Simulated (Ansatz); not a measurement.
The reference is SnO (space group P4/nmm, No. 129; a = 3.8371 Å, c = 4.7588 Å; layered, stacked along the Cartesian z axis).

Method: PBE-D3(BJ)/PAW in Ansatz (a first-principles code), no SOC.

Strains are applied to the cell and any free atomic positions relax.

One change was made to it. Results:

| quantity | base | after |
|---|---|---|
| pressure (mean of the normal stresses, compression positive) | 0.0 GPa | 0.9 GPa |
| largest internal atomic displacement | – | 0.013 Å |
| energy relative to the base (free energy F) | 0 meV/atom | +0.9 meV/atom |

Problem. What was done to the base?
A) isotropic strain −3.00 %
B) isotropic strain −0.60 %
C) isotropic strain −2.40 %

Solution. B, isotropic strain −0.60 %. For comparison, the energy relative to the base in the other runs: isotropic strain −2.40 % gives +14 meV/atom; isotropic strain −3.00 % gives +23 meV/atom.

No phonon test of stability was made. The final runs are not spin-polarised.
